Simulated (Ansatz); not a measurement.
An Ansatz (a quantum-chemistry and plane-wave program) run: Zr; Ansatz, PBE, PAW, cutoff 420 eV, scalar-relativistic without spin-orbit coupling, earlier PAW set.

Input:

Ansatz 0.2 input:
```yaml
crystal:
  lattice:
    - [3.2315957528, 0, 0]
    - [-1.6157978764, 2.7986440167, 0]
    - [0, 0, 5.1736271206]
  atoms:
    - { symbol: Zr, position: [0.3333333333, 0.6666666667, 0.75] }
    - { symbol: Zr, position: [0.6666666667, 0.3333333333, 0.25] }
basis: { ecutwfc: 420, ecutrho_ratio: 4, xc_grid: 2, fft_grid_basis: typed }
kpoints: { mp_grid: { grid: [17, 17, 9] } }
hamiltonian:
  xc: pbe
  dispersion: none
  pseudopotentials: { azcp: { folder: ./paw }, kind: paw }
scf: { occupations: { method: fermi_dirac, width: 0.05 }, convergence: { dr2_threshold: 0.0000000002 } }
output: { forces: true, stress: true }
checkpoint: { write: state.ck, write_every: 1000 }
```

Output (explanatory and most iteration lines left out):

```
Pseudopotential: Zr, paw, valence charge 12
Crystal: 2 atoms, lattice volume = 46.791 Å³
Basis set: ecut = 420 eV, 941 PW (Γ), exchange–correlation on 48×48×72 points (8 copies of the dense FFT grid, shifted against one another)
Bands: 16, of which v1, the nominal top of the filled ones, is band 12 counted from 1 (11 counted from 0)
Symmetry: 24 space group operations
Space group: P63/mmc (ITA 194), of the structure as read, at distance tolerance 3.6e-5 Å
k-points: 165 of 2601
Functional: x = pbe(κ = 0.804, μ = 0.2195149727645171), c = pbe(β = 0.06672455060314922)
SCF iter   1: F=—  HF=-8367.898586 eV  |F-HF|=—  |Δ(HF+E_count)|=         —  Δρ=2.90e-2  dr2=5.09e-1  ethr=3.10e-3  ⟨swp⟩=5.1  Hψ=11304  notcnv=0
SCF iter   2: F=—  HF=-8367.779337 eV  |F-HF|=—  |Δ(HF+E_count)|=   1.19e-1  Δρ=1.76e-2  dr2=1.79e-1  ethr=2.12e-3  ⟨swp⟩=2.0  Hψ=4504  notcnv=0
SCF 1 converged in 8 iterations: F = -8367.729939 eV  dr2 = 2.95e-11
SCF converged after 8 iterations
Free energy (F): -8367.729939 eV
Internal energy: -8367.713431 eV  (E = F + TS)
E sigma→0 (E₀):  -8367.721685 eV
Entropy (-TS):   -0.016508 eV (-8.254 meV/atom)
Fermi energy:    13.898965 eV
--- Forces (eV/Å), atoms counted from 1 ---
  atom   1  Zr     0.00000000    -0.00000000     0.00000000
  atom   2  Zr    -0.00000000     0.00000000    -0.00000000
--- Stress (GPa, compression-positive) ---
        0.002050       0.000000      -0.000000
       -0.000000       0.002050       0.000000
       -0.000000       0.000000       0.000292
  P = ⅓ Tr σ = 0.0015 GPa (0.015 kbar)
```

No phonon test of stability was made. All final runs are without spin polarisation. The cell is Zr in the hcp (Mg type) structure (space group P6_3/mmc, No. 194).
